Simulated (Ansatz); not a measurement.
Hypothetical fluorite HfSi2: Hf → Sc

Base system: HfSi2 in the fluorite structure (space group Fm-3m, No. 225; a = 6.183 Å; a hypothetical phase, not in the database extracts checked).

It is then changed as follows: full substitution Hf → Sc, then cell and atoms are relaxed.

The values are results of PBEsol in Ansatz (plane waves to 420 eV, PAW, no spin-orbit coupling), not measurements. Γ-centred 13×13×13 mesh, Fermi–Dirac width 0.05 eV.

The volume per atom drops by 0.29 Å³ to 19.41 Å³ and the density decreases by 3.71 g/cm³, from 6.59 g/cm³ to 2.88 g/cm³. The lattice parameter a shrinks by 3.1 pm to 615.2 pm and the space group remains Fm-3m (No. 225). The shortest interatomic distance shrinks by 1.3 pm, from 267.7 pm to 266.4 pm and the band gap remains zero.

Stability against distortions was not tested. As relaxed here, ScSi2 is a hypothetical phase, not in the database extracts checked. All final runs are without spin polarisation. An odd electron count without spin: ScSi2. HfSi2 has a high density of states at the Fermi level and may be magnetic at this level.

Ansatz is an electronic-structure program.
